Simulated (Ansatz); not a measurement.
The parent structure is PtS (space group P4_2/m, No. 84; a = 6.397 Å, c = 6.573 Å; a cell from a computed database, its experimental status unchecked).

Level of theory: PBEsol (Ansatz, an electronic-structure program, PAW, scalar-relativistic without spin-orbit coupling).

Before the change:

- Electron mass = 2.2 mₑ along c, 0.61 mₑ across (at Γ)
- Band gap = 0.27 eV

One thing is altered: an isotropic linear strain of +1.37 %, atoms relaxed at fixed cell.

Question: Estimate the effect on the electron mass and band gap.

Answer: The electron mass changes from 2.2 mₑ along c, 0.61 mₑ across (at Γ) to 1.6 mₑ along c, 0.60 mₑ across (at Γ); the band gap falls by 0.06 eV to 0.21 eV.

With Pt present, leaving out spin-orbit coupling can change the band edges. Masses are band curvatures over ±0.01 Å⁻¹ around the edge. Whether these cells are dynamically stable was not tested. The zero or small gap of PtS can change with the level of theory.
